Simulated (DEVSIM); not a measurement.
System: GaAs p-n junction from an implanted or diffused profile, at 400 K.

```tsv
layer (left to right)	material	thickness (μm)	Nd (cm⁻³)	τn (s)	τp (s)
1	GaAs	77.0	2.7e16	4.4e-9	4.4e-9
```

Added acceptor profile: 9.6e17 cm⁻³ × exp(−(x − 0 μm)²/(2·(0.022 μm)²)). Left contact: ohmic. Right contact: ohmic. Voltage is applied to the left contact. Recombination: SRH at mid-gap, Auger. Mobility is μmin + (μ − μmin)/(1 + (N/Nref)^α).

This is a model device: material constants are rounded textbook-type values typed into the input, and sizes, dopings and lifetimes were drawn at random. Values at 300 K; Nc and Nv go as T^1.5, mobilities as T to minus their exponent, the gap by Varshni's rule with the affinity fixed.

| parameter | GaAs |
|---|---|
| gap (eV) | 1.424 |
| affinity (eV) | 4.07 |
| permittivity | 12.9 |
| Nc (cm⁻³) | 4.7e17 |
| Nv (cm⁻³) | 9e18 |
| μn (cm²/Vs) | 8500 |
| μp (cm²/Vs) | 400 |
| μn,min | 500 |
| μp,min | 20 |
| Nref,n | 6e16 |
| Nref,p | 1.5e17 |
| αn | 0.39 |
| αp | 0.38 |
| T exponent of μn | 2.1 |
| T exponent of μp | 2.2 |
| Cn (cm⁶/s) | 1e-30 |
| Cp (cm⁶/s) | 1e-30 |
| Varshni α (eV/K) | 0.000541 |
| Varshni β (K) | 204 |

Model (solved in DEVSIM): 1D drift-diffusion, Boltzmann statistics, complete ionisation; no tunnelling, impact ionisation, image-force lowering or self-heating.

The temperature was swept, all else fixed.

| temperature (K) | dark forward voltage at 100 A/cm² (V) | dark forward voltage at 1 A/cm² (V) | potential step across the device at zero bias (V) |
|---|---|---|---|
| 250 | 1.217 | 1.090 | 1.348 |
| 300 | 1.143 | 0.986 | 1.292 |
| 350 | 1.070 | 0.880 | 1.233 |
| 400 | 0.994 | 0.771 | 1.171 |
| 450 | 0.919 | 0.659 | 1.107 |
| 500 | 0.842 | 0.546 | 1.042 |

From the first row to the last the dark forward voltage at 100 A/cm² goes from 1.217 to 0.842. From the first row to the last the dark forward voltage at 1 A/cm² goes from 1.090 to 0.546.
